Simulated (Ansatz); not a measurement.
A computed series for Be: response to strain

The parent structure is Be in the hcp (Mg type) structure (space group P6_3/mmc, No. 194; a = 2.263 Å, c = 3.566 Å; relaxed with 0.1 eV smearing). Axes: x lies along a and z along c of the hexagonal cell.

Strains are applied to the cell and any free atomic positions relax; under biaxial strain the out-of-plane vector relaxes too.

Level of theory: PBE (Ansatz, a first-principles code; PAW; 420 eV plane waves; no spin-orbit coupling).

| biaxial strain, plane normal [001], relaxed out of plane (%) | out-of-plane strain (%) |
|---|---|
| 0 | 0.00 |
| 0.5 | -0.03 |
| 1 | ? |
| 1.5 | -0.11 |
| 2 | -0.15 |
| 2.5 | -0.20 |
| 3 | -0.26 |

Problem. Fit ε⊥ = −νε + γε² (strains in %) to the rows shown and predict the withheld row.

Solution. Least squares on the printed values gives ν = 0.06 (the biaxial Poisson response) and γ = -0.010 (largest residual 0.00 %); this predicts -0.07 %, and the run gives -0.07 %, in agreement.

Whether these cells are dynamically stable was not tested.
